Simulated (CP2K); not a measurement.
CP2K run on SnTe (F-43m, 2 atoms in the cell): self-consistent single point.

Method of the run: LDA (Pade form), GPW, DZVP-MOLOPT-SR-GTH basis, GTH-PADE potentials (GTH_POTENTIALS) (CP2K).

```yaml
crystal:
  lattice:
    - [5.10693, 0.00000, 0.00000]
    - [2.55347, 4.42273, 0.00000]
    - [2.55347, 1.47424, 4.16979]
  atoms:
    - { symbol: Sn, position: [0.00000, 0.00000, 0.00000] }
    - { symbol: Te, position: [0.75000, 0.75000, 0.75000] }
```

Reference input (self-consistent single point, DFT PBEsol, GPW, DZVP-MOLOPT-SR-GTH basis, GTH-PBE potentials (GTH_POTENTIALS)): CUTOFF = 400 Ry; REL_CUTOFF = 50 Ry; SMEAR/METHOD = FERMI_DIRAC; ELECTRONIC_TEMPERATURE = 1160.45 K; KPOINTS/SCHEME = MONKHORST-PACK 7 7 7; XC_FUNCTIONAL = PBE:PBESOL; Sn/BASIS_SET = DZVP-MOLOPT-SR-GTH-q4; Sn/POTENTIAL = GTH-PBE-q4; Te/BASIS_SET = DZVP-MOLOPT-SR-GTH-q6; Te/POTENTIAL = GTH-PBE-q6; METHOD = GPW; EPS_DEFAULT = 1e-10. This run's input differs from it in these lines:

```diff
@@ -43,6 +43,3 @@
     &XC
-      &XC_FUNCTIONAL
-        &PBE
-          PARAMETRIZATION PBESOL
-        &END PBE
+      &XC_FUNCTIONAL PADE
       &END XC_FUNCTIONAL
@@ -78,3 +75,3 @@
       BASIS_SET DZVP-MOLOPT-SR-GTH-q4
-      POTENTIAL GTH-PBE-q4
+      POTENTIAL GTH-PADE-q4
     &END KIND
@@ -82,3 +79,3 @@
       BASIS_SET DZVP-MOLOPT-SR-GTH-q6
-      POTENTIAL GTH-PBE-q6
+      POTENTIAL GTH-PADE-q6
     &END KIND
```

Output, abridged:

```
 SCF WAVEFUNCTION OPTIMIZATION

  Step     Update method      Time    Convergence         Total energy    Change
     1 NoMix/Diag. 0.40E+00      -     0.40340764       -11.7419119989 -1.17E+01
     2 Broy./Diag. 0.40E+00      -     0.04573271       -11.7404316165  1.48E-03
     3 Broy./Diag. 0.40E+00      -     0.06130625       -11.7705012731 -3.01E-02
     4 Broy./Diag. 0.40E+00      -     0.00924947       -11.7978006277 -2.73E-02
     5 Broy./Diag. 0.40E+00      -     0.00538103       -11.7833151372  1.45E-02
     6 Broy./Diag. 0.40E+00      -     0.00098708       -11.7837633446 -4.48E-04
   [... 2 lines left out ...]
     9 Broy./Diag. 0.40E+00      -     0.00004115       -11.7852994535 -1.04E-06
    10 Broy./Diag. 0.40E+00      -     0.00001581       -11.7853918907 -9.24E-05
    11 Broy./Diag. 0.40E+00      -     0.00000153       -11.7853836402  8.25E-06
    12 Broy./Diag. 0.40E+00      -     0.00000073       -11.7853848489 -1.21E-06
  *** SCF run converged in    12 steps ***

  Overlap energy of the core charge distribution:               0.00000000002332
  Self energy of the core charge distribution:                -25.12194509279122
  Core Hamiltonian energy:                                      4.96068467244063
  Hartree energy:                                              11.11289632001361
  Exchange-correlation energy:                                 -2.73653100608246
  Electronic entropic energy:                                  -0.00048974147170
  Fermi energy:                                                 0.05691751670314

  Total energy:                                               -11.78538484888812
  Total energy (extrapolated to T->0):                        -11.78513997815227

                     Mulliken Population Analysis

   [... lines left out ...]

 STRESS| Analytical stress tensor [bar]
 STRESS|                        x                   y                   z
 STRESS|      x       -2.09902615551E+04   3.10239247880E-02   2.19372572065E-02
 STRESS|      y        3.10239247880E-02  -2.09902911366E+04  -2.92326693649E-03
 STRESS|      z        2.19372572065E-02  -2.92326693649E-03  -2.09902880459E+04
 STRESS| 1/3 Trace                                            -2.09902802459E+04
```

The run converged in 12 iterations. Against the reference run the pressure goes from -0.45 to -2.10 GPa.

The starting cell comes from a database of computed structures (which also holds hypothetical and non-ambient phases and stackings), without a prior relaxation at this level. Values carry the incompleteness of an atom-centred basis. The run gives no clean gap (levels at the Fermi energy touch, overlap or are partly filled at this smearing), which alone does not show that the compound is a metal.
